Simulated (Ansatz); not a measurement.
Defect: O vacancy in rock-salt MgO, charge state +2. Computed with PBE, PAW (plane waves to 420 eV; Ansatz, a program for electronic structure).

Cell of 64 host sites held at the relaxed PBE lattice; the Γ point alone; Fermi-Dirac width 0.01 eV, spin-restricted; finite-size errors left in. Static, classical nuclei. The charge state is imposed; whether it is stable for some Fermi level was not computed. Forms of the defect that were not tried may lie lower.

Barriers: single points on a 2×2×2 k-point mesh shifted by half a step at the bands' geometries (they differ from the bands' own by up to 0.06 eV, and are uncertain by about as much).

The step: one O atom jumps into the vacancy from a nearby O site. Atoms about the jump, Cartesian Å from the middle of the jump, before and after:

```tsv
atom	x0	y0	z0	x1	y1	z1
O1	0.00	-1.01	-1.01	0.00	1.01	1.01
Mg2	0.00	-1.24	1.06	0.00	-1.06	1.24
Mg3	0.00	1.06	-1.24	0.00	1.24	-1.06
Mg4	-2.30	1.06	1.06	-2.13	1.06	1.06
Mg5	-2.13	-1.06	-1.06	-2.30	-1.06	-1.06
Mg6	2.30	1.06	1.06	2.13	1.06	1.06
Mg7	2.13	-1.06	-1.06	2.30	-1.06	-1.06
O8	-2.08	-1.01	1.06	-2.08	-1.06	1.01
O9	-2.08	1.06	-1.01	-2.08	1.01	-1.06
O10	2.08	-1.01	1.06	2.08	-1.06	1.01
O11	2.08	1.06	-1.01	2.08	1.01	-1.06
O12	0.00	-1.01	3.14	0.00	-1.06	3.19
O13	0.00	-3.19	1.06	0.00	-3.14	1.01
O14	0.00	3.14	-1.01	0.00	3.19	-1.06
O15	0.00	1.06	-3.19	0.00	1.01	-3.14
Mg16	0.00	1.06	3.37	0.00	1.09	3.19
Mg17	0.00	-3.19	-1.09	0.00	-3.37	-1.06
Mg18	0.00	3.37	1.06	0.00	3.19	1.09
Mg19	0.00	-1.09	-3.19	0.00	-1.06	-3.37
```

Give the saddle-point geometry and the barrier.


```
atom      x      y      z
----  -----  -----  -----
O1    -0.02   0.00   0.00
Mg2    0.00  -1.28   1.28
Mg3    0.00   1.29  -1.29
Mg4   -2.18   0.99   0.99
Mg5   -2.18  -0.98  -0.99
Mg6    2.19   1.00   0.99
Mg7    2.19  -0.99  -1.00
O8    -2.20  -1.11   1.12
O9    -2.20   1.12  -1.12
O10    2.19  -1.11   1.11
O11    2.19   1.12  -1.12
O12    0.00  -1.05   3.20
O13    0.00  -3.20   1.05
O14    0.00   3.21  -1.05
O15    0.00   1.06  -3.21
Mg16   0.00   1.07   3.32
Mg17   0.00  -3.32  -1.07
Mg18   0.00   3.33   1.07
Mg19   0.00  -1.06  -3.33
```
It lies 2.12 eV above the start and 2.12 eV above the end. The saddle point's order was not checked, and it lies on a symmetry element of the cell, where a band can be held.
